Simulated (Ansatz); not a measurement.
## Parameter sweep on Ti4Cu3O12 (Im-3, 19 atoms in the cell)

```
Ti4(CuO4)3
1.0
   -3.69939     3.69939     3.69939
    3.69939    -3.69939     3.69939
    3.69939     3.69939    -3.69939
Ti Cu O
4 3 12
Direct
  0.50000   0.50000   0.50000
  0.00000   0.00000   0.50000
  0.50000   0.00000   0.00000
  0.00000   0.50000   0.00000
  0.50000   0.50000   0.00000
  0.00000   0.50000   0.50000
  0.50000   0.00000   0.50000
  0.31501   0.82322   0.13823
  0.68499   0.17678   0.86177
  0.68499   0.82322   0.50821
  0.31501   0.17678   0.49179
  0.13823   0.31501   0.82322
  0.86177   0.68499   0.17678
  0.50821   0.68499   0.82322
  0.49179   0.31501   0.17678
  0.82322   0.13823   0.31501
  0.17678   0.86177   0.68499
  0.82322   0.50821   0.68499
  0.17678   0.49179   0.31501
```

Base run A: r2SCAN, default PAW files made with PBE (Ansatz, an electronic-structure program), self-consistent single point.

Its settings: basis.ecutwfc = 500 eV; kpoints.mp_grid.grid = 7 7 7; kpoints.mp_grid.shift = 0.5 0.5 0.5; hamiltonian.xc = r2scan; hamiltonian.pseudopotentials = {kind: paw} (the program's default PAW files); scf.occupations.method = fermi_dirac; scf.occupations.width = 0.1 eV.

The starting cell comes from a database of computed structures (which also holds hypothetical and non-ambient phases and stackings), without a prior relaxation at this level. Spin polarisation is off; with an odd number of electrons in the cell that forces a metal, and a magnetic state may lie lower. In the base run, with a pressure of about -8 GPa the cell is away from its equilibrium volume at this level. Ansatz's pressure includes its estimate of the finite-basis (Pulay) stress.

ΔF is the free energy per atom less that of run A. 

Run A gave: pressure (GPa) -7.73; largest force (eV/Å) 0.177; TS (meV/atom) 8.9; k-points 24.

Runs:
- B: kpoints.mp_grid.grid, scf.occupations.width = 5 5 5, 0.03 eV
- C: kpoints.mp_grid.grid, scf.occupations.width = 5 5 5, 0.1 eV
- D: kpoints.mp_grid.grid, scf.occupations.width = 5 5 5, 0.3 eV
- E: kpoints.mp_grid.grid, scf.occupations.width = 6 6 6, 0.03 eV
- F: kpoints.mp_grid.grid, scf.occupations.width = 6 6 6, 0.1 eV
- G: kpoints.mp_grid.grid, scf.occupations.width = 6 6 6, 0.3 eV
- H: kpoints.mp_grid.grid, scf.occupations.width = 7 7 7, 0.03 eV
- I: kpoints.mp_grid.grid, scf.occupations.width = 7 7 7, 0.3 eV
- J: kpoints.mp_grid.grid, scf.occupations.width = 9 9 9, 0.03 eV
- K: kpoints.mp_grid.grid, scf.occupations.width = 9 9 9, 0.1 eV
- L: kpoints.mp_grid.grid, scf.occupations.width = 9 9 9, 0.3 eV

Question: What does run L change against A?

Answer: The free energy falls by 31.6 meV/atom, the pressure goes from -7.73 to -6.90 GPa and the largest force goes from 0.177 to 0.138 eV/Å.

```json
[
 {"run": "A", "ΔF (meV/atom)": "0.00", "pressure (GPa)": "-7.73", "largest force (eV/Å)": "0.177", "TS (meV/atom)": "8.9", "k-points": "24"},
 {"run": "B", "ΔF (meV/atom)": "4.2", "pressure (GPa)": "-7.80", "largest force (eV/Å)": "0.182", "TS (meV/atom)": "0.7", "k-points": "11"},
 {"run": "C", "ΔF (meV/atom)": "0.00", "pressure (GPa)": "-7.73", "largest force (eV/Å)": "0.177", "TS (meV/atom)": "8.9", "k-points": "11"},
 {"run": "D", "ΔF (meV/atom)": "-31.6", "pressure (GPa)": "-6.90", "largest force (eV/Å)": "0.138", "TS (meV/atom)": "77.0", "k-points": "11"},
 {"run": "E", "ΔF (meV/atom)": "4.4", "pressure (GPa)": "-7.79", "largest force (eV/Å)": "0.180", "TS (meV/atom)": "1.1", "k-points": "17"},
 {"run": "F", "ΔF (meV/atom)": "0.00", "pressure (GPa)": "-7.73", "largest force (eV/Å)": "0.177", "TS (meV/atom)": "8.9", "k-points": "17"},
 {"run": "G", "ΔF (meV/atom)": "-31.6", "pressure (GPa)": "-6.90", "largest force (eV/Å)": "0.138", "TS (meV/atom)": "77.0", "k-points": "17"},
 {"run": "H", "ΔF (meV/atom)": "4.4", "pressure (GPa)": "-7.79", "largest force (eV/Å)": "0.180", "TS (meV/atom)": "0.9", "k-points": "24"},
 {"run": "I", "ΔF (meV/atom)": "-31.6", "pressure (GPa)": "-6.90", "largest force (eV/Å)": "0.138", "TS (meV/atom)": "77.0", "k-points": "24"},
 {"run": "J", "ΔF (meV/atom)": "4.4", "pressure (GPa)": "-7.79", "largest force (eV/Å)": "0.180", "TS (meV/atom)": "0.9", "k-points": "45"},
 {"run": "K", "ΔF (meV/atom)": "0.00", "pressure (GPa)": "-7.73", "largest force (eV/Å)": "0.177", "TS (meV/atom)": "8.9", "k-points": "45"},
 {"run": "L", "ΔF (meV/atom)": "-31.6", "pressure (GPa)": "-6.90", "largest force (eV/Å)": "0.138", "TS (meV/atom)": "77.0", "k-points": "45"}
]
```

Keys are those of Ansatz 0.2.
